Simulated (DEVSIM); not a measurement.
System: Schottky contact on n-type InP, at 300 K.

| layer (left to right) | material | thickness (μm) | Nd (cm⁻³) | τn (s) | τp (s) |
|---|---|---|---|---|---|
| 1 | InP | 14.0 | 1.7e15 | 6.2e-8 | 6.2e-8 |

Left contact: Schottky, work function 5.43 eV, emission velocity 1.6e6 cm/s. Right contact: ohmic. Voltage is applied to the left contact. Recombination: SRH at mid-gap. Mobility is μmin + (μ − μmin)/(1 + (N/Nref)^α).

Constants are typed, rounded textbook-type inputs, not results; the design itself was drawn at random and stands for no fabricated device. Values at 300 K.

```tsv
parameter	InP
gap (eV)	1.344
affinity (eV)	4.38
permittivity	12.5
Nc (cm⁻³)	5.7e17
Nv (cm⁻³)	1.1e19
μn (cm²/Vs)	5200
μp (cm²/Vs)	170
μn,min	400
μp,min	10
Nref,n	3e17
Nref,p	4.9e17
αn	0.47
αp	0.62
```

DEVSIM, 1D drift-diffusion, Boltzmann statistics, complete ionisation; no tunnelling, impact ionisation, image-force lowering or self-heating. Metal contacts follow the ideal Schottky-Mott rule: no Fermi-level pinning, no interface dipoles.

The metal work function was swept, all else fixed.

```
metal work function (eV)  dark forward voltage at 1 A/cm² (V)  dark forward voltage at 100 A/cm² (V)  potential step across the device at zero bias (V)  largest field in the device at zero bias (V/cm)
------------------------  -----------------------------------  -------------------------------------  -------------------------------------------------  -----------------------------------------------
5.28                                                    0.595                                  0.822                                              0.750                                            19000
5.33                                                    0.645                                  0.872                                              0.800                                            20000
5.38                                                    0.695                                  0.922                                              0.850                                            20000
5.43                                                    0.745                                  0.971                                              0.900                                            21000
5.48                                                    0.795                                  1.015                                              0.950                                            21000
5.53                                                    0.844                                  1.047                                              1.000                                            23000
5.58                                                    0.891                                  1.071                                              1.050                                            28000
5.63                                                    0.929                                  1.094                                              1.100                                            50000
```

From the first row to the last the dark forward voltage at 1 A/cm² goes from 0.595 to 0.929. From the first row to the last the dark forward voltage at 100 A/cm² goes from 0.822 to 1.094.
